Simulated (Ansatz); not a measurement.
**Computed paths: Cl-vacancy pair in alpha quartz, charge state +1**

Defect: Cl-vacancy pair (Cl on one host O site, one O site vacant) in alpha quartz, charge state +1. The numbers are results of PBE, PAW (plane waves to 420 eV; Ansatz, a program for electronic structure), not measurements.

Settings: 72 host sites, the relaxed PBE lattice, the Γ point alone, smearing 0.01 eV, spin-restricted, no image-charge correction. No zero-point or tunnelling terms. The charge state is imposed; whether it is stable for some Fermi level was not computed. Forms of the defect that were not tried may lie lower.

Barriers: single points on a 2×2×2 k-point mesh shifted by half a step along c at the bands' geometries.

```json
[
 {"Route": "one O atom jumps into the vacancy from a nearby O site (Cl-vacancy distance between ideal sites 2.63 → 5.06 Å)", "Start site over the lowest site run (eV)": "0.00", "Hop (Å)": "2.24", "Forward barrier (eV)": "3.30", "Backward barrier (eV)": "3.00", "Neighbours at the start": "Si at 1.63, Si at 1.64 Å", "Neighbours at the saddle": "Si at 1.70, Si at 1.83, Si at 2.03 Å", "Saddle order": "not checked", "Forward, on the band's own sampling (eV)": "3.29"}
]
```

Paths come from climbing-image nudged elastic band runs.   A further band (the Cl atom itself jumps into the vacancy (Cl-vacancy distance between ideal sites 2.65 Å throughout), 2.35 Å) gave 3.84 eV forward on its own sampling, 3.91 eV above the lowest site run, but its whole barrier lies in one image, so it is not taken as a result. A further band (the Cl atom itself jumps into the vacancy (Cl-vacancy distance between ideal sites 2.63 Å throughout), 1.97 Å) gave 3.90 eV forward on its own sampling, 3.90 eV above the lowest site run, but its whole barrier lies in one image, so it is not taken as a result.
